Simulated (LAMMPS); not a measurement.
System: a melt made from Al (fcc), 2048 atoms, at 1210 K and 0 GPa, brought to that temperature within a few picoseconds.

All values are model results, not measurements: classical MD, pair style eam/alloy, file Al_zhou.eam.alloy, run in LAMMPS.

### Question
Predict the state found, the mean frequency of the vibrational (phonon) density of states, the self-diffusion coefficient of Al (not corrected for cell size).

### Answer
state found: liquid; mean frequency of the vibrational (phonon) density of states: 4.0 THz; self-diffusion coefficient of Al (not corrected for cell size): (1.58 ± 0.04) × 10^-4 cm²/s.
